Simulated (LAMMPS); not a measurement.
An MD run on TiO2 (anatase), 600 atoms, at 2520 K and 0 GPa, heated as the crystal.

All values are model results, not measurements: classical MD, Buckingham potential of Matsui and Akaogi, Mol. Simul. 6, 239 (1991), as tabulated by Reinhardt, J. Chem. Phys. 151, 064505 (2019), used with rigid ions (no shells), PPPM sums, short-range terms cut at 10 Å, modified for these runs by an r^-4 repulsive force inside the short-range force's maximum (LAMMPS).

```tsv
angle (°)	probability per degree, O-Ti-O	probability per degree, Ti-O-Ti
55.50	0.0000	0.0000
58.50	0.0001	0.0000
61.50	0.0007	0.0000
64.50	0.0026	0.0000
67.50	0.0059	0.0000
70.50	0.0110	0.0000
73.50	0.0158	0.0000
76.50	0.0184	0.0000
79.50	0.0196	0.0003
82.50	0.0189	0.0007
85.50	0.0184	0.0025
88.50	0.0182	0.0058
91.50	0.0191	0.0130
94.50	0.0194	0.0206
97.50	0.0188	0.0269
100.5	0.0177	0.0341
103.5	0.0155	0.0340
106.5	0.0129	0.0288
109.5	0.0108	0.0214
112.5	0.0076	0.0143
115.5	0.0057	0.0092
118.5	0.0042	0.0046
121.5	0.0026	0.0029
124.5	0.0015	0.0018
127.5	0.0011	0.0015
130.5	0.0010	0.0028
133.5	0.0011	0.0034
136.5	0.0015	0.0060
139.5	0.0028	0.0081
142.5	0.0036	0.0101
145.5	0.0045	0.0123
148.5	0.0057	0.0130
151.5	0.0060	0.0127
154.5	0.0063	0.0114
157.5	0.0060	0.0094
160.5	0.0057	0.0072
163.5	0.0053	0.0056
166.5	0.0050	0.0036
169.5	0.0048	0.0025
172.5	0.0040	0.0020
175.5	0.0025	0.0007
178.5	0.0010	0.0002
```

The data show:
- state found: crystal; no diffusion seen in 21 ps
- most common O-Ti-O angle: in the 3° bin centred on 79.5° (mean of all 104°)
- most common Ti-O-Ti angle: in the 3° bin centred on 100.5° (mean of all 119°)

Caution: in nature this polymorph isn't the stable one over the whole range of temperature at this pressure, and short runs keep a crystal in its starting form. Caution: a run this short can hold a crystal over, or a liquid under, the potential's melting point.
